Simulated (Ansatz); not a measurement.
Relaxation of the outer planes of the (100) surface of rock-salt PbTe in its 1x1 cell (cut with top plane Pb + Te, bottom plane Pb + Te), outermost plane spacing 3.29 Å in the ideal cut.

Level of theory: PBE (plane waves to 420 eV, PAW; Ansatz, a quantum-chemistry and plane-wave program).

Model: 12-atom slab, Pb6Te6, 16.4 Å thick at the start, 6x6x1 mesh, Fermi-Dirac 0.025 eV, dipole correction, all atoms relaxed; start symmetry kept, larger cells not searched; no spin, no spin-orbit, no U.

```json
[
 {"plane": "1", "atoms": "Pb + Te", "bulk spacing to the next (Å)": "3.286", "relaxed spacing (Å)": "?", "change (%)": "?", "rumpling (Å)": "?"},
 {"plane": "2", "atoms": "Pb + Te", "bulk spacing to the next (Å)": "3.286", "relaxed spacing (Å)": "3.447", "change (%)": "4.9", "rumpling (Å)": "0.19 (Pb outermost)"}
]
```

Problem. Fill in the missing entries.

Solution. 
- 1, relaxed spacing (Å): 3.106
- 1, change (%): -5.5
- 1, rumpling (Å): 0.25 (Te outermost)
